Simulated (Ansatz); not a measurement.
The starting structures come from a database of crystals and need not be the phases stable at ambient conditions.

By PBEsol, the system below comes out a metal.

The ballistic (Sharvin) conductance counts the channels at the Fermi level: G/A = (e²/h) × channels of both spins per area.

Data:

```yaml
crystal:
  lattice:
    - [5.52881, 0.00000, 0.00000]
    - [0.00000, 7.90640, 0.00000]
    - [2.76441, 3.95320, 2.76441]
  atoms:
    - { symbol: Al, position: [0.50000, 0.75000, 0.00000] }
    - { symbol: Al, position: [0.50000, 0.25000, 0.00000] }
    - { symbol: Pt, position: [0.00000, 0.25000, 0.00000] }
    - { symbol: Pt, position: [0.00000, 0.75000, 0.00000] }
    - { symbol: Pt, position: [0.05972, 0.27986, 0.44028] }
    - { symbol: Pt, position: [0.94028, 0.72014, 0.55972] }
    - { symbol: Pt, position: [0.50000, 0.22014, 0.55972] }
    - { symbol: Pt, position: [0.50000, 0.77986, 0.44028] }
```

Space group of this cell: I4/mcm. The cell is taken as given; by PBEsol its mean pressure is -8.5 GPa.

The current flows along the normal of the first two printed cell vectors, the (100) plane of the conventional cell. No spin-orbit coupling; the value is a mean over 0.1 eV about the Fermi level.

Estimate the ballistic conductance per area that PBEsol (Ansatz, a first-principles code) returns for this system.

0.55 × 10¹⁵ S/m² for both spins.
